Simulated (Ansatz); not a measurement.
Base system: CaO in the rock salt structure (space group Fm-3m, No. 225).

```
CaO
1.0
    0.00000     2.38356     2.38356
    2.38356     0.00000     2.38356
    2.38356     2.38356     0.00000
Ca O
1 1
Direct
  0.00000   0.00000   0.00000
  0.50000   0.50000   0.50000
```

Cartesian axes are those of the cell as printed.

All numbers come from Kohn–Sham DFT with the PBEsol functional, run in Ansatz (a quantum-chemistry and plane-wave program) with PAW and 420 eV plane waves, spin-orbit coupling left out.

One thing is altered: a pure shear with ε_xy = ε_yx = 0.0143, atoms relaxed at fixed cell.

### Question
Predict the stress tensor and what it implies for the stiffness.

### Answer
Stress of the strained cell less that of the base (GPa, compression positive):
```
   0.03   -2.22    0.00
  -2.22    0.03    0.00
   0.00    0.00   -0.06
```

Then −Δσ/γ with γ = 2ε = 0.0286 gives secant stiffness values (nonlinear terms included at this strain): C66 ≈ 77 GPa.

Stability against distortions was not tested.
